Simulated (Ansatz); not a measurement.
Defect migration in cubic BaZrO3: O vacancy, neutral cell. All values below come from PBE, PAW (plane waves to 420 eV; Ansatz, a quantum-chemistry and plane-wave program).

Settings: 60 host sites, the relaxed PBE lattice, the Γ point alone, smearing 0.01 eV, spin-restricted, no image-charge correction. Energies are static. Spin-orbit coupling is left out. The host phase is not the lowest at 0 K, so the defect can set off distortions of the whole cell. The charge state is imposed; whether it is stable for some Fermi level was not computed. Forms of the defect that were not tried may lie lower.

Barriers: single points on a 2×2×2 k-point mesh shifted by half a step at the bands' geometries (they differ from the bands' own by up to 0.14 eV, and are uncertain by about as much).

Relaxed starting cell (atoms counted from 1):

```
Ba12Zr12O35
1.0
    8.45454     0.00000     0.00000
    0.00000     8.45454     0.00000
    0.00000     0.00000    12.68181
Ba Zr O
12 12 35
Direct
  0.00564   0.00496   0.01018
  0.00905   0.00905   0.34161
  0.00868   0.00825   0.67573
  0.00593   0.50970   0.00695
  0.00761   0.50698   0.34348
  0.00822   0.50689   0.67642
  0.51094   0.00507   0.01034
  0.50195   0.00926   0.34058
  0.50924   0.00882   0.67446
  0.51173   0.50976   0.00718
  0.50331   0.50653   0.34371
  0.51042   0.50675   0.67513
  0.25532   0.25426   0.17347
  0.25707   0.25732   0.50839
  0.25831   0.25728   0.84261
  0.25497   0.75505   0.17423
  0.25714   0.75784   0.50897
  0.25834   0.75800   0.84180
  0.75527   0.25808   0.17496
  0.75737   0.25729   0.50802
  0.75848   0.25626   0.84170
  0.75614   0.75741   0.17593
  0.75719   0.75778   0.50809
  0.75818   0.75819   0.84070
  0.22718   0.99915   0.50058
  0.23286   0.99853   0.82693
  0.25334   0.49707   0.17161
  0.23428   0.49916   0.49054
  0.22839   0.49793   0.83348
  0.74932   0.99462   0.15447
  0.73007   0.99880   0.49596
  0.73046   0.99870   0.82571
  0.74563   0.49737   0.15496
  0.72622   0.49843   0.49747
  0.73557   0.49755   0.82642
  0.00088   0.22685   0.16221
  0.99530   0.24709   0.48846
  0.99629   0.24049   0.82345
  0.00237   0.73887   0.15614
  0.99513   0.73679   0.49175
  0.99637   0.74008   0.82345
  0.50114   0.22431   0.16247
  0.49439   0.24180   0.48986
  0.49542   0.24433   0.82270
  0.49967   0.74291   0.15626
  0.49415   0.74239   0.48900
  0.49586   0.73561   0.82633
  0.24826   0.24485   0.00155
  0.24902   0.23896   0.33179
  0.24664   0.25337   0.66618
  0.24679   0.75265   0.00049
  0.24630   0.75982   0.33132
  0.24952   0.74376   0.66655
  0.74806   0.25155   0.99879
  0.74751   0.25232   0.33160
  0.74834   0.24690   0.66507
  0.75032   0.74416   0.99730
  0.74999   0.74408   0.33209
  0.74515   0.74815   0.66525
```

End state 1 differs by these moves (Å; atoms that move under 0.15 Å are left out):

```json
[
 {"atom": "2", "element": "Ba", "Δx": "-0.17", "Δy": "-0.05", "Δz": "-0.01"},
 {"atom": "3", "element": "Ba", "Δx": "-0.16", "Δy": "0.01", "Δz": "-0.02"},
 {"atom": "5", "element": "Ba", "Δx": "-0.15", "Δy": "0.02", "Δz": "-0.02"},
 {"atom": "6", "element": "Ba", "Δx": "-0.15", "Δy": "0.02", "Δz": "-0.01"},
 {"atom": "7", "element": "Ba", "Δx": "-0.19", "Δy": "0.06", "Δz": "-0.04"},
 {"atom": "10", "element": "Ba", "Δx": "-0.19", "Δy": "-0.03", "Δz": "0.00"},
 {"atom": "12", "element": "Ba", "Δx": "-0.16", "Δy": "0.02", "Δz": "0.02"},
 {"atom": "15", "element": "Zr", "Δx": "-0.15", "Δy": "0.01", "Δz": "-0.02"},
 {"atom": "18", "element": "Zr", "Δx": "-0.15", "Δy": "0.01", "Δz": "0.00"},
 {"atom": "25", "element": "O", "Δx": "0.24", "Δy": "-0.04", "Δz": "-0.15"},
 {"atom": "26", "element": "O", "Δx": "0.25", "Δy": "-0.02", "Δz": "-0.01"},
 {"atom": "27", "element": "O", "Δx": "0.05", "Δy": "0.05", "Δz": "-0.20"},
 {"atom": "28", "element": "O", "Δx": "0.23", "Δy": "-0.03", "Δz": "0.02"},
 {"atom": "29", "element": "O", "Δx": "0.25", "Δy": "-0.01", "Δz": "-0.13"},
 {"atom": "30", "element": "O", "Δx": "0.21", "Δy": "0.06", "Δz": "0.10"},
 {"atom": "31", "element": "O", "Δx": "0.23", "Δy": "-0.03", "Δz": "-0.08"},
 {"atom": "32", "element": "O", "Δx": "0.20", "Δy": "-0.02", "Δz": "-0.04"},
 {"atom": "33", "element": "O", "Δx": "0.22", "Δy": "0.04", "Δz": "0.09"},
 {"atom": "34", "element": "O", "Δx": "0.21", "Δy": "-0.02", "Δz": "-0.11"},
 {"atom": "35", "element": "O", "Δx": "0.19", "Δy": "0.00", "Δz": "-0.04"},
 {"atom": "36", "element": "O", "Δx": "0.03", "Δy": "0.20", "Δz": "-0.10"},
 {"atom": "37", "element": "O", "Δx": "0.04", "Δy": "-0.14", "Δz": "0.10"},
 {"atom": "39", "element": "O", "Δx": "2.14", "Δy": "2.21", "Δz": "0.00"},
 {"atom": "42", "element": "O", "Δx": "0.00", "Δy": "0.19", "Δz": "-0.10"},
 {"atom": "43", "element": "O", "Δx": "0.05", "Δy": "-0.13", "Δz": "0.10"},
 {"atom": "45", "element": "O", "Δx": "0.01", "Δy": "0.09", "Δz": "0.19"}
]
```

What is the computed forward and backward barriers to end state 1 (PBE, PAW)?

forward 1.61 eV, backward 1.61 eV; at the saddle point atom 39 has neighbours Ba at 2.43; Zr at 1.91 Å. The check of the saddle point's order was inconclusive.
